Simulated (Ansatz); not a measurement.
Functionals compared on the (22-41) surface of hcp Cd in its 1x1 cell, outermost plane spacing 0.38 Å in the ideal cut, in Ansatz (plane waves, PAW). The structure was relaxed with PBE; the other rows are single points on it. Cutoff 420 eV (500 eV for r2SCAN).

Set-up: 27 atoms, 9.8 Å thick at the start (thin: gaps and levels are the slab's own); mesh 8x4x1; 0.1 eV smearing; dipole correction on; all atoms relaxed; no symmetry held; no spin, no spin-orbit, no U. These notes are the PBE run's.

```tsv
functional	work function of the top face (eV)	rough cost of the single point
PBE	4.01	–
LDA	4.35	about 28 core-minutes (a rough figure)
PBEsol	4.11	around 29 core-minutes (rough)
RPBE	3.86	roughly 26 core-minutes
r2SCAN	[?]	roughly 40 core-minutes
```

Fill in the missing entries.


- r2SCAN, work function of the top face (eV): 4.07

Ansatz is a program for electronic structure.
